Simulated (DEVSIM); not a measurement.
Device: abrupt In0.53Ga0.47As p-n junction, at 350 K.

```tsv
layer (left to right)	material	thickness (μm)	Nd (cm⁻³)	Na (cm⁻³)	τn (s)	τp (s)
1	In0.53Ga0.47As	7.30	-	3.5e15	1.7e-9	1.7e-9
2	In0.53Ga0.47As	16.0	1.1e15	-	1.7e-9	1.7e-9
```

Left contact: ohmic. Right contact: ohmic. Voltage is applied to the left contact. Recombination: SRH at mid-gap, Auger. Mobility is μmin + (μ − μmin)/(1 + (N/Nref)^α).

The device is made up for the run: typed textbook-type constants, with dimensions and the other settings drawn at random. Values at 300 K; Nc and Nv go as T^1.5, mobilities as T to minus their exponent, the gap by Varshni's rule with the affinity fixed.

| parameter | In0.53Ga0.47As |
|---|---|
| gap (eV) | 0.74 |
| affinity (eV) | 4.51 |
| permittivity | 13.9 |
| Nc (cm⁻³) | 2.1e17 |
| Nv (cm⁻³) | 7.7e18 |
| μn (cm²/Vs) | 12000 |
| μp (cm²/Vs) | 300 |
| μn,min | 300 |
| μp,min | 10 |
| Nref,n | 1.3e17 |
| Nref,p | 4.9e17 |
| αn | 0.48 |
| αp | 0.4 |
| T exponent of μn | 1.6 |
| T exponent of μp | 1.6 |
| Cn (cm⁶/s) | 5e-29 |
| Cp (cm⁶/s) | 5e-29 |
| Varshni α (eV/K) | 0.00035 |
| Varshni β (K) | 190 |

DEVSIM, 1D drift-diffusion, Boltzmann statistics, complete ionisation; no tunnelling, impact ionisation, image-force lowering or self-heating.

The doping Nd of layer 2 was swept, all else fixed.

| doping Nd of layer 2 (cm^-3) | potential step across the device at zero bias (V) | dark forward voltage at 1 A/cm² (V) | largest field in the device at zero bias (V/cm) |
|---|---|---|---|
| 3.3e13 | 0.217 | 0.165 | 3300 |
| 1.1e14 | 0.251 | 0.158 | 3700 |
| 3.3e14 | 0.284 | 0.164 | 4800 |
| 1.1e15 | 0.320 | 0.175 | 7600 |
| 3.3e15 | 0.354 | 0.182 | 11000 |
| 1.1e16 | 0.390 | 0.184 | 15000 |
| 3.3e16 | 0.423 | 0.185 | 18000 |

From the first row to the last the potential step across the device at zero bias goes from 0.217 to 0.423. From the first row to the last the dark forward voltage at 1 A/cm² goes from 0.165 to 0.185.
